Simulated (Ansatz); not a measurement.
Defect migration in monoclinic ZrO2 with all lengths changed by -1 %: interstitial Li, charge state +1. All values below come from PBE, PAW (plane waves to 420 eV; Ansatz, a first-principles code).

96-site cell at the strained lattice (strain from the relaxed PBE one, atoms relaxed), the Γ point alone, smearing 0.01 eV, spin-restricted, no finite-size correction. Energies are static. The charge state is imposed; whether it is stable for some Fermi level was not computed. Sites that were not tried may lie lower.

Barriers: single points on a 2×2×2 k-point mesh shifted by half a step at the bands' geometries.

The step: a direct jump of one Li atom. Atoms about the jump, Cartesian Å from the middle of the jump, before and after:

| atom | x0 | y0 | z0 | x1 | y1 | z1 |
|---|---|---|---|---|---|---|
| Li1 | 0.22 | 1.02 | -1.31 | -0.22 | -1.02 | 1.31 |
| O2 | -0.70 | -0.42 | -0.71 | -0.64 | -0.47 | -0.66 |
| O3 | 1.68 | -0.05 | 0.95 | 1.60 | -0.10 | 0.96 |
| O4 | -1.17 | 0.44 | 1.92 | -1.14 | 0.42 | 1.92 |
| O5 | -0.14 | 2.08 | 0.19 | -0.15 | 2.17 | 0.26 |
| Zr6 | 0.60 | 1.50 | 2.16 | 0.61 | 1.57 | 2.18 |
| Zr7 | -2.00 | 1.07 | 0.05 | -1.87 | 1.08 | -0.02 |
| Zr8 | 1.06 | -1.57 | -0.44 | 1.19 | -1.57 | -0.60 |
| O9 | 2.04 | 0.10 | -1.67 | 2.16 | 0.02 | -1.69 |
| O10 | 1.24 | 0.03 | 3.57 | 1.23 | 0.05 | 3.57 |

Where do these atoms stand at the saddle point, and how high is it?


```json
[
 {"atom": "Li1", "x": "0.04", "y": "0.13", "z": "0.63"},
 {"atom": "O2", "x": "-0.71", "y": "-0.50", "z": "-0.74"},
 {"atom": "O3", "x": "1.71", "y": "-0.13", "z": "0.94"},
 {"atom": "O4", "x": "-1.13", "y": "0.47", "z": "1.91"},
 {"atom": "O5", "x": "-0.10", "y": "2.02", "z": "0.25"},
 {"atom": "Zr6", "x": "0.63", "y": "1.64", "z": "2.31"},
 {"atom": "Zr7", "x": "-2.01", "y": "1.13", "z": "-0.06"},
 {"atom": "Zr8", "x": "1.14", "y": "-1.67", "z": "-0.57"},
 {"atom": "O9", "x": "2.14", "y": "-0.01", "z": "-1.68"},
 {"atom": "O10", "x": "1.25", "y": "0.08", "z": "3.58"}
]
```
It lies 1.20 eV above the start and 1.20 eV above the end. The saddle point's order was not checked.
